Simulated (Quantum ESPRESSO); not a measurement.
Input and output of a self-consistent single point for TiGa₃ (I4mm, 4 atoms in the cell) (Quantum ESPRESSO).

Method of the run: LDA (PZ), GBRV 1.5 ultrasoft (LDA) pseudopotentials (plane waves; Quantum ESPRESSO).

```
CELL_PARAMETERS angstrom
     -1.87479     1.87479     4.35533
      1.87479    -1.87479     4.35533
      1.87479     1.87479    -4.35533
ATOMIC_POSITIONS crystal
  Ti 0.00574 0.00574 0.00000
  Ga 0.75000 0.25000 0.50000
  Ga 0.25000 0.75000 0.50000
  Ga 0.50000 0.50000 0.00000
```

Reference input (self-consistent single point, DFT, LDA (PZ), plane waves, GBRV 1.5 ultrasoft (LDA) pseudopotentials): ecutwfc = 50 Ry; ecutrho = 400 Ry; occupations = smearing; smearing = gaussian; degauss = 0.0073499 Ry; potentials = {Ti: ti_lda_v1.4.uspp.F.UPF, Ga: ga_lda_v1.4.uspp.F.UPF}; K_POINTS = automatic 6 6 6 0 0 0; conv_thr = 1e-11 Ry; mixing_beta = 0.7. This run's input differs from it in these lines:

```diff
@@ -13,5 +13,3 @@
   ecutrho = 400
-  occupations = 'smearing'
-  smearing = 'gaussian'
-  degauss = 0.0073499
+  occupations = 'tetrahedra_opt'
 /
@@ -30,3 +28,3 @@
 K_POINTS {automatic}
-6 6 6  0 0 0
+8 8 8  0 0 0
 CELL_PARAMETERS {angstrom}
```

Output (repeated stretches shortened):

```
     Self-consistent Calculation

     iteration #  1     ecut=    50.00 Ry     beta= 0.70

     total energy              =   -1286.86582223 Ry
     estimated scf accuracy    <     100.62874978 Ry

     iteration #  2     ecut=    50.00 Ry     beta= 0.70

     total energy              =   -1343.02903658 Ry
     estimated scf accuracy    <     223.90601608 Ry

     iteration #  3     ecut=    50.00 Ry     beta= 0.70

     total energy              =   -1366.13840489 Ry
     estimated scf accuracy    <      18.86885670 Ry

   [... 13 blocks of this kind left out ...]

     iteration # 17     ecut=    50.00 Ry     beta= 0.70

     negative rho (up, down):  4.170E-04 0.000E+00

     total energy              =   -1364.29149177 Ry
     estimated scf accuracy    <          2.3E-10 Ry

     iteration # 18     ecut=    50.00 Ry     beta= 0.70

     negative rho (up, down):  4.170E-04 0.000E+00
     End of self-consistent calculation

     the Fermi energy is    14.1416 ev

!    total energy              =   -1364.29149177 Ry
     estimated scf accuracy    <          5.6E-13 Ry

     convergence has been achieved in  18 iterations

     negative rho (up, down):  4.170E-04 0.000E+00

     Forces acting on atoms (cartesian axes, Ry/au):

     atom    1 type  1   force =     0.00000000    0.00000000   -0.01012661
     atom    2 type  2   force =    -0.00000000   -0.00000000    0.00625987
     atom    3 type  2   force =    -0.00000000    0.00000000    0.00625987
     atom    4 type  2   force =     0.00000000    0.00000000   -0.00239312

     Total force =     0.013662     Total SCF correction =     0.000001

     negative rho (up, down):  4.170E-04 0.000E+00
          total   stress  (Ry/bohr**3)                   (kbar)     P=      -44.45
  -0.00030572  -0.00000000   0.00000000          -44.97       -0.00        0.00
   0.00000000  -0.00030572   0.00000000            0.00      -44.97        0.00
  -0.00000000   0.00000000  -0.00029513           -0.00        0.00      -43.41

   JOB DONE.
```

The run converged in 18 iterations. Against the reference run the free energy goes up by 7.1 meV/atom, the pressure moves little (-4.53 to -4.45 GPa) and the largest force moves little (0.265 to 0.260 eV/Å).

The starting cell comes from a database of computed structures (which also holds hypothetical and non-ambient phases and stackings), without a prior relaxation at this level. Its lattice was rescaled by up to half a per cent. One atom was moved a little off its site on purpose. Spin polarisation is off. With a pressure of about -4 GPa the cell is away from its equilibrium volume at this level.

Cost on one core of a shared machine: roughly 6 min.
